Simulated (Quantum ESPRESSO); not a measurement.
Troubleshooting Quantum ESPRESSO: a failed run on N2 (Pa-3, 8 atoms in the cell). The aim is a self-consistent single point with DFT, PBE, plane waves, SSSP 1.1.2 precision (PBE) pseudopotentials.

Cell that was meant: a = 5.5605 Å, b = 5.5605 Å, c = 5.5605 Å, α = 90.00°, β = 90.00°, γ = 90.00°.

Part of the input:

```fortran
N     0.3191738480    2.4610861520    3.0994338480
K_POINTS {automatic}
6 6 6  0 0 0
```

The program printed (abridged):

```
 %%%%%%%%%%%%%%%%%%%%%%%%%%%%%%%%%%%%%%%%%%%%%%%%%%%%%%%%%%%%%%%%%%%%%%%%%%%%%%
     Error in routine cell_base_init (1):
     ibrav=0: must read cell parameters
 %%%%%%%%%%%%%%%%%%%%%%%%%%%%%%%%%%%%%%%%%%%%%%%%%%%%%%%%%%%%%%%%%%%%%%%%%%%%%%

     stopping ...
```

Q: From the messages shown, name the fault and mend the input.

A: The fault is no cell vectors for a free lattice. A free lattice needs its vectors. To fix it, add the cell. The program stopped before any SCF iteration.

An input that runs soundly differs in these lines (not the only fix; some lines may just follow from the change or write a value another way):
```diff
+CELL_PARAMETERS {angstrom}
+   5.5605200000     0.0000000000     0.0000000000
+   0.0000000000     5.5605200000     0.0000000000
+   0.0000000000     0.0000000000     5.5605200000
```

With that input, the run converged in 9 iterations: free energy E − TS -2258.2524 eV; top of the valence band (on the code's own zero) -5.34 eV; gap on the k-point mesh 7.27 eV; pressure -0.05 GPa; largest force (vector length) 0.457 eV/Å (DFT, PBE, plane waves, SSSP 1.1.2 precision (PBE) pseudopotentials).

On the sound input: the starting cell comes from a database of computed structures (which also holds hypothetical and non-ambient phases and stackings), without a prior relaxation at this level.
